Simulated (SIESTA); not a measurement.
A self-consistent single point of ZnPbO₃ (R3c, 10 atoms in the cell) with SIESTA.

Level of theory: GGA PBEsol, numerical atomic orbitals DZP, PseudoDojo PBEsol standard norm-conserving potentials (rewritten from UPF to PSML) (SIESTA).

```yaml
crystal:
  lattice:
    - [2.74267, 1.58348, 4.84592]
    - [-2.74267, 1.58348, 4.84592]
    - [0.00000, -3.16696, 4.84592]
  atoms:
    - { symbol: Zn, position: [0.49996, 0.49996, 0.49996] }
    - { symbol: Zn, position: [0.99996, 0.99996, 0.99996] }
    - { symbol: Pb, position: [0.21776, 0.21776, 0.21776] }
    - { symbol: Pb, position: [0.71776, 0.71776, 0.71776] }
    - { symbol: O, position: [0.80355, 0.12607, 0.40337] }
    - { symbol: O, position: [0.40337, 0.80355, 0.12607] }
    - { symbol: O, position: [0.12607, 0.40337, 0.80355] }
    - { symbol: O, position: [0.90337, 0.62607, 0.30355] }
    - { symbol: O, position: [0.62607, 0.30355, 0.90337] }
    - { symbol: O, position: [0.30355, 0.90337, 0.62607] }
```

Reference input (self-consistent single point, DFT, GGA PBEsol, numerical atomic orbitals DZP, PseudoDojo PBEsol standard norm-conserving potentials (rewritten from UPF to PSML)): XC.functional = GGA; XC.authors = PBEsol; potentials = PseudoDojo PBEsol standard; PAO.BasisSize = DZP; PAO.EnergyShift = 0.01 Ry; MeshCutoff = 300 Ry; kgrid.MonkhorstPack = 5 5 5; OccupationFunction = MP; OccupationMPOrder = 1; ElectronicTemperature = 1160.45 K; MaxSCFIterations = 150; SCF.Mixer.Method = Broyden. This run's input differs from it in these lines:

```diff
@@ -43,3 +43,3 @@
 OccupationMPOrder            1
-ElectronicTemperature        1160.45 K
+ElectronicTemperature        3481.36 K
```

Log, with long lists cut:

```
        iscf     Eharris(eV)        E_KS(eV)     FreeEng(eV)     dDmax    Ef(eV) dHmax(eV)
   scf:    1   -17328.646872   -17675.144327   -17675.228151  1.245982 -0.609989 65.565943
   scf:    2   -17872.666279   -17847.688742   -17847.618059  1.451811 -5.263637  5.113578
   scf:    3   -17849.278478   -17848.533812   -17848.468335  0.087721 -5.181109  3.382233
   scf:    4   -17849.407129   -17849.071650   -17849.021051  0.144055 -5.051295  0.700650
   scf:    5   -17849.109452   -17849.098001   -17849.050168  0.036728 -5.107294  0.346455
   [... 3 lines left out ...]
   scf:    9   -17849.101293   -17849.101381   -17849.053541  0.001034 -5.105599  0.013641
   scf:   10   -17849.101424   -17849.101403   -17849.053544  0.000303 -5.106034  0.001291
   scf:   11   -17849.101403   -17849.101403   -17849.053544  0.000047 -5.105911  0.001219
   scf:   12   -17849.101400   -17849.101401   -17849.053544  0.000029 -5.105886  0.000866
SCF Convergence by DM+H criterion
max |DM_out - DM_in|         :     0.0000292820
max |H_out - H_in|      (eV) :     0.0008660750
SCF cycle converged after 12 iterations

Using DM_out to compute the final energy and forces

siesta: E_KS(eV) =           -17849.1014

siesta: E_KS - E_eggbox =    -17849.1014

siesta: Atomic forces (eV/Ang):
     1   -0.000000    0.000001    0.085636
     2    0.000000    0.000001    0.085636
     3   -0.000000   -0.000001    0.166956
     4    0.000000   -0.000001    0.166956
     5   -0.122576    0.326988   -0.079294
     6   -0.221893   -0.269648   -0.079295
     7    0.344468   -0.057341   -0.079295
     8   -0.344468   -0.057341   -0.079295
     9    0.122576    0.326988   -0.079294
    10    0.221893   -0.269648   -0.079295
   Tot    0.000000   -0.000001    0.029416
   Max    0.344468
   [... lines left out ...]
siesta: FreeEng =    -17849.053544
   [... lines left out ...]
siesta:     0.023104   -0.000000    0.000000
siesta:    -0.000000    0.023104   -0.000000
siesta:     0.000000   -0.000000    0.028722

siesta: Cell volume =        126.274188 Ang**3

siesta: Pressure (static):
siesta:                Solid            Molecule  Units
siesta:          -0.00027203         -0.00023521  Ry/Bohr**3
siesta:          -0.02497654         -0.02159558  eV/Ang**3
siesta:         -40.01683517        -34.59993406  kBar
```

The run converged in 12 iterations. Against the reference run the free energy goes up by 2.4 meV/atom, the pressure moves little (-3.96 to -4.00 GPa) and the largest force goes from 0.345 to 0.358 eV/Å.

The starting cell comes from a database of computed structures (which also holds hypothetical and non-ambient phases and stackings), without a prior relaxation at this level. Its lattice was rescaled by a random factor within 2.5 % of one. Values carry the incompleteness of an atom-centred basis. With a pressure of about -4 GPa the cell is away from its equilibrium volume at this level. The run gives no clean gap (levels at the Fermi energy touch, overlap or are partly filled at this smearing), which alone does not show that the compound is a metal.

Cost on one core of a shared machine: roughly 40 s.
